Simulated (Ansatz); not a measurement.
Results of r²SCAN+rVV10 in Ansatz (plane waves, PAW) for SiGe (model structure, Pmma, No. 51, 4 atoms in the cell).

Numerical settings: plane-wave cutoff 560 eV, 10×10×6 k mesh (along the axes of the cell as run), Fermi–Dirac smearing 0.01 eV, scalar-relativistic PAW data made under PBE.

Cell (relaxed at this level):

```
GeSi
1.0
    3.91231     0.00000     0.00000
    0.00000     3.91737     0.00000
    0.00000     0.00000     5.53417
Si Ge
2 2
Direct
  0.75000   0.00000   0.87990
  0.25000   0.00000   0.12010
  0.25000   0.50000   0.36948
  0.75000   0.50000   0.63052
```

Problem. What does this level give for the band gap and smallest direct gap on the k points sampled?

Solution. 
- band gap: 0.54 eV (indirect)
- smallest direct gap on the k points sampled: 0.75 eV

Note: the relaxation could raise the start's symmetry but not lower it, so the cell can be a saddle point.

Spin–orbit coupling is not included.

The result took roughly 40 core-seconds.

A model structure was made by putting elements into a prototype or built by hand; it is no filed structure, need not be a known phase, and can be a saddle point held by its symmetry.

Ansatz is a program for electronic structure.
